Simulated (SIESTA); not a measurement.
Worked example: self-consistent single point of Sr₂Ir (Fm-3m, 3 atoms in the cell) in SIESTA.

Computed with LDA PW92, numerical atomic orbitals TZP, PseudoDojo LDA standard norm-conserving potentials (rewritten from UPF to PSML) in SIESTA 5.4.2.

The change in words: lattice scaled by 0.98. Reference geometry:
```yaml
crystal:
  lattice:
    - [0.00000, 3.58442, 3.58442]
    - [3.58442, 0.00000, 3.58442]
    - [3.58442, 3.58442, 0.00000]
  atoms:
    - { symbol: Sr, position: [0.75000, 0.75000, 0.75000] }
    - { symbol: Sr, position: [0.25000, 0.25000, 0.25000] }
    - { symbol: Ir, position: [0.00000, 0.00000, 0.00000] }
```

Reference input (self-consistent single point, DFT, LDA PW92, numerical atomic orbitals TZP, PseudoDojo LDA standard norm-conserving potentials (rewritten from UPF to PSML)): XC.functional = LDA; XC.authors = PW92; potentials = PseudoDojo LDA standard; PAO.BasisSize = TZP; PAO.EnergyShift = 0.01 Ry; MeshCutoff = 400 Ry; kgrid.MonkhorstPack = 6 6 6; OccupationFunction = MP; OccupationMPOrder = 0; ElectronicTemperature = 136 meV; MaxSCFIterations = 150; SCF.Mixer.Method = Broyden. This run's input differs from it in these lines:

```diff
@@ -12,5 +12,5 @@
 %block LatticeVectors
-     0.000000000    3.584416000    3.584416000
-     3.584416000    0.000000000    3.584416000
-     3.584416000    3.584416000    0.000000000
+     0.000000000    3.512728000    3.512728000
+     3.512728000    0.000000000    3.512728000
+     3.512728000    3.512728000    0.000000000
 %endblock LatticeVectors
@@ -18,4 +18,4 @@
 %block AtomicCoordinatesAndAtomicSpecies
-     5.376624000    5.376624000    5.376624000  1
-     1.792208000    1.792208000    1.792208000  1
+     5.269092000    5.269092000    5.269092000  1
+     1.756364000    1.756364000    1.756364000  1
      0.000000000    0.000000000    0.000000000  2
```

Output (repeated stretches shortened):

```
        iscf     Eharris(eV)        E_KS(eV)     FreeEng(eV)     dDmax    Ef(eV) dHmax(eV)
   scf:    1    -4962.526121    -4980.846426    -4980.875460  7.103503 -3.377146 15.272058
   scf:    2    -4985.500108    -4985.821723    -4985.835665  2.145438 -4.070581  1.924218
   scf:    3    -4986.144567    -4986.015702    -4986.030429  0.272517 -3.991812  1.333640
   scf:    4    -4986.216884    -4986.142461    -4986.158737  0.341747 -3.910914  0.686955
   scf:    5    -4986.152748    -4986.154027    -4986.169936  0.107504 -3.945719  0.083455
   [... 10 lines left out ...]
   scf:   16    -4986.154488    -4986.154488    -4986.170405  0.000018 -3.946570  0.000098
   scf:   17    -4986.154488    -4986.154488    -4986.170405  0.000014 -3.946577  0.000077
   scf:   18    -4986.154488    -4986.154488    -4986.170405  0.000011 -3.946583  0.000061
   scf:   19    -4986.154488    -4986.154488    -4986.170405  0.000009 -3.946588  0.000048
SCF Convergence by DM+H criterion
max |DM_out - DM_in|         :     0.0000087612
max |H_out - H_in|      (eV) :     0.0000482611
SCF cycle converged after 19 iterations

Using DM_out to compute the final energy and forces

siesta: E_KS(eV) =            -4986.1545

siesta: E_KS - E_eggbox =     -4986.1545

siesta: Atomic forces (eV/Ang):
     1    0.000000    0.000000    0.000000
     2   -0.000000   -0.000000   -0.000000
     3    0.000000   -0.000000   -0.000000
   Tot    0.000000   -0.000000   -0.000000
   Max    0.000000
   Res    0.000000    sqrt( Sum f_i^2 / 3N )
   Max    0.000000    constrained

Stress tensor Voigt[x,y,z,yz,xz,xy] (kbar):      -67.62      -67.62      -67.62        0.00        0.00        0.00
(Free)E + p*V (eV/cell)    -4982.5118
Target enthalpy (eV/cell)    -4986.1704

   [... lines left out ...]
siesta: FreeEng =     -4986.170405
   [... lines left out ...]
siesta:    -0.042204    0.000000    0.000000
siesta:     0.000000   -0.042204    0.000000
siesta:     0.000000    0.000000   -0.042204

siesta: Cell volume =         86.688914 Ang**3

siesta: Pressure (static):
siesta:                Solid            Molecule  Units
siesta:           0.00045966          0.00045966  Ry/Bohr**3
siesta:           0.04220421          0.04220421  eV/Ang**3
siesta:          67.61860076         67.61860075  kBar
```

The run converged in 19 iterations. Against the reference run the free energy rises by 54.5 meV/atom and the pressure goes from 3.08 to 6.76 GPa.

The starting cell comes from a database of computed structures (which also holds hypothetical and non-ambient phases and stackings), without a prior relaxation at this level. Its lattice was rescaled by a random factor within 2.5 % of one. For this run, on top of that: lattice scaled by 0.98. Spin polarisation is off. Values carry the incompleteness of an atom-centred basis. With a pressure of about 7 GPa the cell is away from its equilibrium volume at this level.

Cost on one core of a shared machine: roughly 30 s.
